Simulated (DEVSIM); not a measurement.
System: Schottky contact on n-type GaN, at 300 K.

Layer 1 from the left is GaN, thickness (μm) 6.70, Nd (cm⁻³) 8.7e16, τn (s) 7e-9, τp (s) 7e-9. Layer 2 from the left is GaN, thickness (μm) 1.60, Nd (cm⁻³) 9.7e17, τn (s) 7e-9, τp (s) 7e-9.

Left contact: Schottky, work function 5.05 eV, emission velocity 8.5e6 cm/s. Right contact: ohmic. Voltage is applied to the left contact. Recombination: SRH at mid-gap. Mobility is μmin + (μ − μmin)/(1 + (N/Nref)^α).

This is a model device: material constants are rounded textbook-type values typed into the input, and sizes, dopings and lifetimes were drawn at random. Values at 300 K.

GaN: gap (eV) 3.43, affinity (eV) 4.1, permittivity 9.5, Nc (cm⁻³) 2.3e18, Nv (cm⁻³) 4.6e19, μn (cm²/Vs) 1200, μp (cm²/Vs) 100, μn,min 55, μp,min 3, Nref,n 2e17, Nref,p 3e17, αn 1, αp 2.

Model (solved in DEVSIM): 1D drift-diffusion, Boltzmann statistics, complete ionisation; no tunnelling, impact ionisation, image-force lowering or self-heating. Metal contacts follow the ideal Schottky-Mott rule: no Fermi-level pinning, no interface dipoles.

Dark forward current:

```csv
|V| (V),|J| (A/cm²)
0.05,1.916e-9
0.10,1.514e-8
0.15,1.064e-7
0.20,7.360e-7
0.25,5.079e-6
0.30,3.502e-5
0.35,0.0002414
0.40,0.001662
0.45,0.01144
0.50,0.07861
0.55,0.5388
0.60,3.660
0.65,23.79
0.70,126.8
0.75,426.6
0.80,918.8
0.85,1525
0.90,2193
```

### Question
Work out the local ideality factor n = ΔV / (kT/q · ln(J2/J1)) between the rows 0.15 and 0.20 V, 0.85 and 0.90 V.

### Answer
kT/q = 25.85 mV. From 0.15 to 0.20 V: ln(7.360e-7/1.064e-7) = 1.934, n = 1.00, near the 1 of diffusion or emission over a barrier. From 0.85 to 0.90 V: ln(2193/1525) = 0.363, n = 5.32; the layers' resistance at their doping, Σ W/(qμN) = 6.0e-5 Ω cm², would take 40 mV of this step of 50 mV.

### Question
Estimate the current at 0.40 V for emission alone, J0 = q v N_band exp(−φB/kT), and read the barrier back from the simulated current.

### Answer
φB = 0.950 eV, N_band = 2.30e18 cm⁻³, J0 = 3.43e-10 A/cm²; J = J0 (exp(qV/kT) − 1) = 0.00180 A/cm². The simulation gives 0.00166 A/cm²; the estimate lies 8.4 % above. Read backwards, the simulated current gives an apparent barrier of 0.952 eV. The estimate leaves out transport through the depletion region and minority injection.
